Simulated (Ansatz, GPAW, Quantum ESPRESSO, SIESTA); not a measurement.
**CuZn (Pm-3m, 2 atoms in the cell) computed with different codes at matched settings**

Relaxation of cell and atoms.

```xyz
2
Lattice="2.9928 0.0000 0.0000 0.0000 2.9928 0.0000 0.0000 0.0000 2.9928" Properties=species:S:1:pos:R:3 pbc="T T T"
Zn     1.4964     1.4964     1.4964
Cu     0.0000     0.0000     0.0000
```

Shared settings, as Ansatz (a quantum-chemistry and plane-wave program) writes them: kpoints.mp_grid.grid = 7 7 7; scf.occupations.method = gaussian; scf.occupations.width = 0.02 Ry. Potentials and cutoffs stand in the table.

| code | model | final volume (Å³/atom) | cutoff |
|---|---|---|---|
| GPAW | PBE, GPAW PAW datasets PBE (gpaw-data 1.0.1) | 13.01 | 850 eV |
| Ansatz | PBE, PAW files | 12.99 | default |
| Quantum ESPRESSO | PBE, PseudoDojo standard norm-conserving (PBE) pseudopotentials | 12.99 | 95 Ry |
| SIESTA | GGA PBE, numerical atomic orbitals DZP, PseudoDojo PBE standard norm-conserving potentials (rewritten from UPF to PSML) | 12.79 | grid 400 Ry |

On Ansatz's run: spin polarisation is off.

The spread over the programs that give each value: final volume within 0.22 Å³/atom.

SIESTA uses small atom-centred bases, whose incompleteness enters pressures, forces and empty levels differently from a plane-wave cutoff. The programs treat the finite-basis stress differently while the cell relaxes: Ansatz adds an estimate of it.

The starting cell has typed, rounded lattice constants, without a prior relaxation at this level. Its lattice was rescaled by a random factor within 2.5 % of one.

Keys are those of Ansatz 0.2.
